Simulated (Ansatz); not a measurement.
Results of r²SCAN+rVV10 (PAW; Ansatz, an electronic-structure program) for SiO₂ (P4₁2₁2, No. 92).

Numerical settings: plane-wave cutoff 560 eV, 8×8×6 k mesh (along the axes of the cell as run), Fermi–Dirac smearing 0.01 eV, scalar-relativistic PAW data made under PBE.

Cell (relaxed at this level):

O$_{2}$Si is modelled in the tetragonal space group P4₁2₁2 (No. 92), Pearson symbol tP12. Cell: a = b = 4.897 Å, c = 6.748 Å, α = β = γ = 90.00°. Si on 4a has 4 O at 1.613 Å (tetrahedral). O on 8b is surrounded by 2 Si at 1.613 Å (bent). (Neighbours: up to the widest gap in distance over summed covalent radii, below 1.35, at either atom.)

What does this level give for the bulk modulus B0 and band gap?


* **bulk modulus B0**: 17.2 GPa
* **band gap**: 6.35 eV (direct)

Note: the volume lies 5 % below that of the published cell; the bulk modulus comes from volumes at which shape and atoms were relaxed.

The computed numbers hold no vibrational or temperature effects.

It cost very roughly 60 core-minutes of CPU time.
